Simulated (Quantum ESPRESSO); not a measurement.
A self-consistent single point of Zr₂CuSb₃ (P-4m2, 6 atoms in the cell) with Quantum ESPRESSO.

Method of the run: LDA (PZ), PSlibrary PAW (LDA) pseudopotentials (plane waves; Quantum ESPRESSO).

```
Zr2CuSb3
1.0
    3.97808     0.00000     0.00000
    0.00000     3.97808     0.00000
    0.00000     0.00000     8.76379
Zr Cu Sb
2 1 3
Direct
  0.00000   0.50000   0.73761
  0.50000   0.00000   0.26239
  0.00000   0.00000   0.00000
  0.50000   0.50000   0.00000
  0.00000   0.50000   0.37863
  0.50000   0.00000   0.62137
```

Reference input (self-consistent single point, DFT, PBEsol, plane waves, PSlibrary PAW (PBE) pseudopotentials): ecutwfc = 55 Ry; ecutrho = 330 Ry; occupations = smearing; smearing = gauss; degauss = 0.019992 Ry; input_dft = pbesol; K_POINTS = automatic 5 5 3 0 0 0; conv_thr = 1e-09 Ry; mixing_beta = 0.5. This run's input differs from it in these lines:

```diff
@@ -16,3 +16,2 @@
    degauss = 0.019992,
-   input_dft = 'pbesol',
 /
@@ -23,5 +22,5 @@
 ATOMIC_SPECIES
-Zr    91.2240  Zr.pbe-spn-kjpaw_psl.1.0.0.UPF
-Cu    63.5460  Cu.pbe-dn-kjpaw_psl.1.0.0.UPF
-Sb   121.7600  Sb.pbe-n-kjpaw_psl.1.0.0.UPF
+Zr    91.2240  Zr.pz-spn-kjpaw_psl.1.0.0.UPF
+Cu    63.5460  Cu.pz-dn-kjpaw_psl.1.0.0.UPF
+Sb   121.7600  Sb.pz-n-kjpaw_psl.1.0.0.UPF
 ATOMIC_POSITIONS crystal
```

Output, abridged:

```
     Self-consistent Calculation

     iteration #  1     ecut=    55.00 Ry     beta= 0.50

     Threshold (ethr) on eigenvalues was too large:
     Diagonalizing with lowered threshold

     total energy              =   -1816.56703154 Ry
     estimated scf accuracy    <       0.11127851 Ry

     iteration #  2     ecut=    55.00 Ry     beta= 0.50

     total energy              =   -1816.56111189 Ry
     estimated scf accuracy    <       0.41526262 Ry

     iteration #  3     ecut=    55.00 Ry     beta= 0.50

     total energy              =   -1816.60615404 Ry
     estimated scf accuracy    <       0.01832544 Ry

   [... 7 blocks of this kind left out ...]

     iteration # 11     ecut=    55.00 Ry     beta= 0.50

     total energy              =   -1816.61114587 Ry
     estimated scf accuracy    <          3.4E-09 Ry

     iteration # 12     ecut=    55.00 Ry     beta= 0.50
     End of self-consistent calculation

     the Fermi energy is     9.7679 ev

!    total energy              =   -1816.61114587 Ry
     estimated scf accuracy    <          3.9E-10 Ry
     smearing contrib. (-TS)   =      -0.00945524 Ry
     internal energy E=F+TS    =   -1816.60169064 Ry

     convergence has been achieved in  12 iterations

     Forces acting on atoms (cartesian axes, Ry/au):

     atom    1 type  1   force =     0.00000000    0.00000000   -0.00246717
     atom    2 type  1   force =     0.00000000    0.00000000    0.00246717
     atom    3 type  2   force =     0.00000000    0.00000000    0.00000000
     atom    4 type  3   force =     0.00000000    0.00000000    0.00000000
     atom    5 type  3   force =     0.00000000    0.00000000   -0.00483218
     atom    6 type  3   force =     0.00000000    0.00000000    0.00483218

     Total force =     0.007673     Total SCF correction =     0.000030

          total   stress  (Ry/bohr**3)                   (kbar)     P=      -90.31
  -0.00063622   0.00000000   0.00000000          -93.59        0.00        0.00
   0.00000000  -0.00063622   0.00000000            0.00      -93.59        0.00
   0.00000000   0.00000000  -0.00056929            0.00        0.00      -83.74

   JOB DONE.
```

The run converged in 12 iterations. Against the reference run the pressure goes from -6.84 to -9.03 GPa and the largest force goes from 0.078 to 0.124 eV/Å.

The starting cell comes from a database of computed structures (which also holds hypothetical and non-ambient phases and stackings), without a prior relaxation at this level. Its lattice was rescaled by a random factor within 2.5 % of one. Spin polarisation is off. With a pressure of about -9 GPa the cell is away from its equilibrium volume at this level.

Cost on one core of a shared machine: roughly 3 min.
